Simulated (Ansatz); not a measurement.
The starting structures come from a database of crystals and need not be the phases stable at ambient conditions.

By PBEsol, the system below comes out a metal.

The ballistic (Sharvin) conductance counts the channels at the Fermi level: G/A = (e²/h) × channels of both spins per area.

Consider the following.

```xyz
2
Lattice="3.0869 0.0000 0.0000 0.0000 3.0869 0.0000 0.0000 0.0000 3.0869" Properties=species:S:1:pos:R:3 pbc="T T T"
Mg     0.0000     0.0000     0.0000
Rh     1.5434     1.5434     1.5434
```

The cell is taken as given.

The current flows along the normal of the first two printed cell vectors, the (001) plane of the conventional cell. No spin-orbit coupling; the value is a mean over 0.1 eV about the Fermi level.

Q: Predict the ballistic conductance per area from PBEsol run with Ansatz (a quantum-chemistry and plane-wave program).

A: 0.96 × 10¹⁵ S/m² for both spins.
